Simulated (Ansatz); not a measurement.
**Effect of holes 7.0×10^21 cm⁻³ on CsPbBr3**

Take CsPbBr3 in the cubic perovskite structure (space group Pm-3m, No. 221; a = 5.8722 Å) as the base.

Now apply this change: hole doping at 7.0×10^21 cm⁻³ (1.42 per cell), with a uniform compensating background at fixed cell and a 300 K Fermi–Dirac width.

The values are results of PBEsol, PAW, 420 eV (Ansatz, an electronic-structure program; no SOC), not measurements. Γ-centred 8×8×8 mesh, Fermi–Dirac width 0.0259 eV.

* **Gap between the host's bands**: 1.67 eV (base 1.43 eV)
* **Gap character**: direct at R (base direct at R)
* **Fermi level relative to the doped band's edge (positive inside the band; to 0.05 eV)**: +1.40 eV

Final structure:

```xyz
5
Lattice="5.8722 0.0000 0.0000 0.0000 5.8722 0.0000 0.0000 0.0000 5.8722" Properties=species:S:1:pos:R:3 pbc="T T T"
Cs     0.0000     0.0000     0.0000
Pb     2.9361     2.9361     2.9361
Br     0.0000     2.9361     2.9361
Br     2.9361     2.9361     0.0000
Br     2.9361     0.0000     2.9361
```
Cell charge +1.4174.

Carriers are added with a uniform compensating background; total energy and stress of such cells depend on the potential's zero and are not compared; many-body gap narrowing is missing at this level. Spin-orbit coupling, missing from the scalar runs, can matter with Pb. No phonon test of stability was made. Many cubic perovskites are stable only at high temperature; tilts and polar distortions were not tested. This is not the structure that CsPbBr3 has at room temperature and ambient pressure.
